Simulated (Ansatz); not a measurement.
Results of r²SCAN (plane waves, PAW; Ansatz, a first-principles code) for LiF (model structure, P6₃/mmc, No. 194, 4 atoms in the cell).

Settings: plane-wave cutoff 560 eV, 12×12×8 k mesh (along the axes of the cell as run), Fermi–Dirac smearing 0.01 eV, scalar-relativistic PAW data made under PBE.

Computed at the level's own relaxed cell.

```xyz
4
Lattice="3.2798 0.0000 0.0000 -1.6399 2.8404 0.0000 0.0000 0.0000 3.9971" Properties=species:S:1:pos:R:3 pbc="T T T"
Li     0.0000     1.8936     2.9978
F      1.6399     0.9468     2.9978
F      0.0000     1.8936     0.9993
Li     1.6399     0.9468     0.9993
```

List the 10 lowest band energies at Γ above −25 eV (eV, relative to the valence band maximum), grouping those that round alike.

At Γ: -21.05, -20.40, -2.88, -1.28 (×2), -0.49 (×2), 0.00, 8.54, 15.86.

Note: the relaxation could raise the start's symmetry but not lower it, so the cell can be a saddle point.

A model structure was made by putting elements into a prototype or built by hand; it is no filed structure, need not be a known phase, and can be a saddle point held by its symmetry.
